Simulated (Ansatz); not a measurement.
For AlCr₂C (P6₃/mmc, No. 194, 8 atoms in the cell; start mp-9956), PBE-D4 (Ansatz, an electronic-structure program, PAW) gives:

```
Quantity                           Value
------------------------------  --------
equilibrium lattice constant a   2.814 Å
c axis length                   12.594 Å
```

### Question
What does r²SCAN (PAW; Ansatz) give for the same quantities?

### Answer

- lattice constant a: 2.822 Å (goes up by 0.3 %)
- lattice parameter c: 12.637 Å (grows by 0.3 %)

Changes are worked out from the printed values.

Unless a cell is named, each level is at its own relaxed cell (PBE-D4 10.80, r²SCAN 10.90 Å³/atom).

The crystal itself was run without spin with PBE-D4, r²SCAN; a magnetic state was not tried in these runs.

Caveats: the relaxation could not lower the start's symmetry, so the cell can be a saddle point above a distorted one (PBE-D4, r²SCAN). Ansatz's density-functional and Hartree–Fock values are scalar-relativistic unless marked +SOC, with PAW data made under PBE.

A start named mp-… is a Materials Project structure, which need not be a measured phase.
